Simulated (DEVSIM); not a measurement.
System: CdS/CdTe n-p heterojunction, at 300 K.

```csv
layer (left to right),material,thickness (μm),Nd (cm⁻³),Na (cm⁻³),τn (s),τp (s)
1,CdS,0.130,4.6e16,-,6.1e-9,6.1e-9
2,CdTe,0.410,-,2.6e15,6.1e-9,6.1e-9
```

Left contact: ohmic. Right contact: ohmic. Voltage is applied to the left contact. Recombination: SRH at mid-gap, radiative, Auger. Mobility is constant in doping.

Constants are typed, rounded textbook-type inputs, not results; the design itself was drawn at random and stands for no fabricated device. Values at 300 K.

```tsv
parameter	CdS	CdTe
gap (eV)	2.4	1.5
affinity (eV)	4.3	4.28
permittivity	9	10.2
Nc (cm⁻³)	2.2e18	8e17
Nv (cm⁻³)	1.8e19	1.8e19
μn (cm²/Vs)	300	1000
μp (cm²/Vs)	25	80
B (cm³/s)	1e-10	1e-10
Cn (cm⁶/s)	1e-30	1e-30
Cp (cm⁶/s)	1e-30	1e-30
```

Model (solved in DEVSIM): 1D drift-diffusion, Boltzmann statistics, complete ionisation; no tunnelling, impact ionisation, image-force lowering or self-heating. Band offsets follow the typed affinities; no thermionic-emission limit at abrupt steps, no polarisation charge.

Give the dark forward current.


| V (V) | J (A/cm²) |
|---|---|
| -0.05 | -7.0e-11 |
| -0.10 | -2.5e-10 |
| -0.15 | -7.3e-10 |
| -0.20 | -2.0e-9 |
| -0.25 | -5.7e-9 |
| -0.30 | -1.6e-8 |
| -0.35 | -4.4e-8 |
| -0.40 | -1.2e-7 |
| -0.45 | -3.5e-7 |
| -0.50 | -1.0e-6 |
| -0.55 | -3.2e-6 |
| -0.60 | -1.1e-5 |
| -0.65 | -4.2e-5 |
| -0.70 | -0.00019 |
| -0.75 | -0.00090 |
| -0.80 | -0.0047 |
| -0.85 | -0.026 |
| -0.90 | -0.14 |
| -0.95 | -0.79 |
| -1.00 | -4.3 |
| -1.05 | -23 |
| -1.10 | -110 |
| -1.15 | -440 |
| -1.20 | -1400 |
| -1.25 | -3400 |
